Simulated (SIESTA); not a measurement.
A relaxation of cell and atoms of Cu₃Sb (Pm-3m, 4 atoms in the cell) with SIESTA.

Method of the run: GGA PBEsol, numerical atomic orbitals DZP, PseudoDojo PBEsol standard norm-conserving potentials (rewritten from UPF to PSML) (SIESTA 5.4.2).

```yaml
crystal:
  lattice:
    - [3.93904, 0.00000, 0.00000]
    - [0.00000, 3.93904, 0.00000]
    - [0.00000, 0.00000, 3.93904]
  atoms:
    - { symbol: Cu, position: [0.50000, 0.50000, 0.00000] }
    - { symbol: Cu, position: [0.00000, 0.50000, 0.50000] }
    - { symbol: Cu, position: [0.50000, 0.00000, 0.50000] }
    - { symbol: Sb, position: [0.00000, 0.00000, 0.00000] }
```

Reference input (self-consistent single point, DFT, GGA PBEsol, numerical atomic orbitals DZP, PseudoDojo PBEsol standard norm-conserving potentials (rewritten from UPF to PSML)): XC.functional = GGA; XC.authors = PBEsol; potentials = PseudoDojo PBEsol standard; PAO.BasisSize = DZP; PAO.EnergyShift = 0.01 Ry; MeshCutoff = 300 Ry; kgrid.MonkhorstPack = 8 8 8; OccupationFunction = MP; OccupationMPOrder = 0; ElectronicTemperature = 0.05 eV; MaxSCFIterations = 150; SCF.Mixer.Method = Pulay. This run's input differs from it in these lines:

```diff
@@ -44,2 +44,7 @@
 Diag.ParallelOverK           true
+MD.TypeOfRun                 FIRE
+MD.Steps                     40
+MD.MaxForceTol               0.02 eV/Ang
+MD.VariableCell              true
+MD.MaxStressTol              0.05 GPa
 WriteForces                  true
```

Output (repeated stretches shortened):

```
        iscf     Eharris(eV)        E_KS(eV)     FreeEng(eV)     dDmax    Ef(eV) dHmax(eV)
   scf:    1   -17559.217164   -17812.013936   -17812.034467  3.719227  2.725633 44.084082
   scf:    2   -17919.923479   -17927.524979   -17927.525505  3.459233 -1.653404  7.607504
   scf:    3   -17932.543626   -17930.576927   -17930.577454  0.171469 -1.609769  3.640879
   scf:    4   -17930.106318   -17930.754681   -17930.755400  0.178549 -1.591267  2.104819
   scf:    5   -17930.158726   -17930.780440   -17930.780981  0.121468 -1.890848  1.941734
   [... 2 lines left out ...]
   scf:    8   -17930.992228   -17930.991371   -17930.991945  0.011085 -1.779115  0.013539
   scf:    9   -17930.991388   -17930.991382   -17930.991956  0.000519 -1.779484  0.003672
   scf:   10   -17930.991383   -17930.991383   -17930.991957  0.000102 -1.779676  0.000108
   scf:   11   -17930.991383   -17930.991383   -17930.991957  0.000004 -1.779684  0.000208
SCF Convergence by DM+H criterion
max |DM_out - DM_in|         :     0.0000039865
max |H_out - H_in|      (eV) :     0.0002084802
SCF cycle converged after 11 iterations

Using DM_out to compute the final energy and forces

siesta: E_KS(eV) =           -17930.9914

siesta: E_KS - E_eggbox =    -17930.9914

siesta: Atomic forces (eV/Ang):
     1   -0.000000    0.000000   -0.000000
     2   -0.000000    0.000000    0.000000
     3    0.000000    0.000000    0.000000
     4    0.000000    0.000000    0.000000
   Tot    0.000000    0.000000    0.000000
   Max    0.000000
   Res    0.000000    sqrt( Sum f_i^2 / 3N )
   Max    0.000000    constrained

Stress tensor Voigt[x,y,z,yz,xz,xy] (kbar):       89.61       89.61       89.61        0.00       -0.00       -0.00
(Free)E + p*V (eV/cell)   -17934.4103
   [... lines left out ...]
siesta: Pressure (static):        -89.61000291  kBar
siesta: Pressure (total):        -89.61000291  kBar
No target stress found, assuming hydrostatic MD.TargetPressure.
Target stress (kBar)
outcell: Cell volume (Ang**3)        :     56.5852
        iscf     Eharris(eV)        E_KS(eV)     FreeEng(eV)     dDmax    Ef(eV) dHmax(eV)
siesta: Pressure (static):         -0.35408076  kBar
siesta: Pressure (total):         -0.35408076  kBar
outcell: Cell volume (Ang**3)        :     56.5852
siesta: FreeEng =    -17931.144047
   [... lines left out ...]
siesta:     0.000221   -0.000000    0.000000
siesta:    -0.000000    0.000221    0.000000
siesta:     0.000000    0.000000    0.000221

siesta: Cell volume =         56.585159 Ang**3

siesta: Pressure (static):
siesta:                Solid            Molecule  Units
siesta:          -0.00000241         -0.00000241  Ry/Bohr**3
siesta:          -0.00022100         -0.00022099  eV/Ang**3
siesta:          -0.35408076         -0.35406656  kBar
```

The run converged. 

Summary of the result:
* **Free energy E − TS**: -17931.1440 eV
* **Fermi level (on the code's own zero)**: -1.53 eV
* **Pressure**: -0.04 GPa
* **Final cell**: a = b = c = 3.8391 Å, α = β = γ = 90.00°
* **Final volume per atom**: 14.15 Å³
* **Relaxation steps**: 21

The starting cell comes from a database of computed structures (which also holds hypothetical and non-ambient phases and stackings), without a prior relaxation at this level. Its lattice was rescaled by a random factor within 2.5 % of one. Spin polarisation is off. Values carry the incompleteness of an atom-centred basis. The run gives no clean gap (levels at the Fermi energy touch, overlap or are partly filled at this smearing), which alone does not show that the compound is a metal.

Cost on one core of a shared machine: roughly 7 min.
